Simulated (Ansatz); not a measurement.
Consider C in the graphite type structure (space group P6_3/mmc, No. 194; a = 2.458 Å, c = 6.565 Å; layered, stacked along the Cartesian z axis). Axes: x lies along a and z along c of the hexagonal cell.

Calculations: PBEsol-D3(BJ), PAW, 420 eV (Ansatz, a program for electronic structure; no spin-orbit coupling), earlier PAW set.

Base values:

- Pressure: 0.0 GPa
- Shortest interatomic distance: 1.419 Å
- Band gap: zero

Perturbation: tensile biaxial strain of 4.90 % in the plane normal to [001], as in epitaxy on a mismatched substrate; the out-of-plane cell vector and the atoms relax.

**Question.** Estimate the effect on the pressure, shortest interatomic distance and band gap.

**Answer.** The pressure (mean of the normal stresses, compression positive) goes from zero to -33.9 GPa; the shortest interatomic distance grows by 0.070 Å, from 1.419 Å to 1.489 Å; the band gap is still zero.

A case with no gap was solved on a k-mesh chosen for an insulator, which is coarse for it. No phonon test of stability was made.
